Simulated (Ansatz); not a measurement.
Reference: YSi (Cmcm), PBEsol, DFPT electron-phonon coupling, linearised Boltzmann equation (plane waves, PAW, scalar-relativistic; Ansatz, an electronic-structure program); geometry: relaxed with this functional, without spin-orbit coupling.

```cif
data_Si2Y2
_chemical_formula_sum 'Y2 Si2'
_space_group_name_H-M_alt 'P 1'
_space_group_IT_number 1
_cell_length_a 5.64476
_cell_length_b 5.64476
_cell_length_c 3.80126
_cell_angle_alpha 90.000
_cell_angle_beta 90.000
_cell_angle_gamma 135.941
loop_
_space_group_symop_operation_xyz
  'x, y, z'
loop_
_atom_site_label
_atom_site_type_symbol
_atom_site_fract_x
_atom_site_fract_y
_atom_site_fract_z
_atom_site_occupancy
Y1 Y 0.14060 0.85940 0.25000 1
Y2 Y 0.85940 0.14060 0.75000 1
Si1 Si 0.42389 0.57611 0.25000 1
Si2 Si 0.57611 0.42389 0.75000 1
```

The resistivity at 300 K is 38 μΩ·cm. The mean free path at 300 K comes out as 8.3 nm and the electron-phonon coupling λ is 0.24. The logarithmic mean phonon energy is 22 meV.

**Question.** Replace Y by Sc on the same sites and relax. What happens?

**Answer.** ScSi (Cmcm): volume per atom 21.1 to 17.6 Å³; resistivity at 300 K falls (38 μΩ·cm to 27 μΩ·cm); mean free path at 300 K stays about the same (8.3 nm to 9.2 nm); electron-phonon coupling λ stays about the same (0.24 to 0.22); logarithmic mean phonon energy rises (22 meV to 28 meV).

Moves up to 12 % count as about the same. Metals; harmonic phonons alone scatter; means over directions. The mean free path is weighted by the current that each state carries. Halving the electron mesh moves these values by up to 8 %; q meshes are mostly untested. Some of the runs warned that the eigensolver left states short of its tolerance. Spin-orbit coupling is left out.

Computed structure with no diffraction record at hand here (it may be known, metastable or hypothetical): ScSi (Cmcm).
